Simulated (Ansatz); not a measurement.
A (8,0) germanium nanotube has 32 atoms in a period of 7.000 Å, a mean diameter of 10.37 Å, and lies 25 meV/atom over the flat sheet relaxed at the same level.

Computed with PBE (plane waves to 420 eV, PAW; Ansatz, a program for electronic structure). Mesh 1×1×12. No spin polarisation. Isolated but for its images some 11 Å away. A hypothetical model, rolled from the flat sheet. Symmetry and one short period hold its shape; lower forms weren't sought. Values not marked SOC lack spin–orbit coupling.

Which bending rigidity of the sheet does this imply in the thin-plate picture?

A plate bent to radius R stores D/(2R²) an area. The area an atom is π × 10.37 × 7.000/32 = 7.13 Å², so the stored energy is 0.025/7.13 = 0.0035 eV/Å². With R = 5.185 Å, D = 2R² × 0.0035 = 0.19 eV.
